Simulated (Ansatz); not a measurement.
The reference is Rh in the fcc (Cu type) structure (space group Fm-3m, No. 225; a = 3.8015 Å; relaxed with 0.1 eV smearing).

Method: Ansatz (a program for electronic structure) r2SCAN, without spin-orbit coupling.

Base values:

```
Quantity   Result
--------  -------
Pressure  0.0 GPa
```

The change: an isotropic linear strain of +1.50 %; the atoms relax in the strained cell.

**Question.** What happens to the energy relative to the base and pressure?

**Answer.** The energy grows by 23 meV/atom; the pressure goes from zero to -11.1 GPa.

Stability against distortions was not tested. All final runs are without spin polarisation. Rh lies near a magnetic instability that expansion can trigger; it was not tested.
